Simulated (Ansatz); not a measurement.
# Response to strain in ZrC

Take ZrC in the rock salt structure (space group Fm-3m, No. 225; relaxed with 0.1 eV smearing) as the base.

```
ZrC
1.0
    0.00000     2.33454     2.33454
    2.33454     0.00000     2.33454
    2.33454     2.33454     0.00000
C Zr
1 1
Cartesian
  0.00000   0.00000   0.00000
  2.33454   2.33454   2.33454
```

Cartesian axes are those of the cell as printed.

Strains are applied to the cell and any free atomic positions relax; under stress the whole cell relaxes.

Calculations: DFT with PBEsol, PAW potentials and a 420 eV plane-wave cutoff in Ansatz (an electronic-structure program), no spin-orbit coupling.

Candidates:
(a) tensor shear ε_xy = +3.36 %
(b) strain tensor (xx, yy, zz, yz, xz, xy) = (+0.69, −0.77, −0.76, −0.72, +1.36, −0.81) %
(c) uniaxial stress, 1 GPa tension along x

Notes on the quantities. energy relative to the base: free energy F.

Task: Order them by energy relative to the base, highest first.

Result: (a) tensor shear ε_xy = +3.36 % (+28 meV/atom), (b) strain tensor (xx, yy, zz, yz, xz, xy) = (+0.69, −0.77, −0.76, −0.72, +1.36, −0.81) % (+10 meV/atom), (c) uniaxial stress, 1 GPa tension along x (+0.1 meV/atom)

Stability under load was not tested beyond the relaxation. The final runs are not spin-polarised.
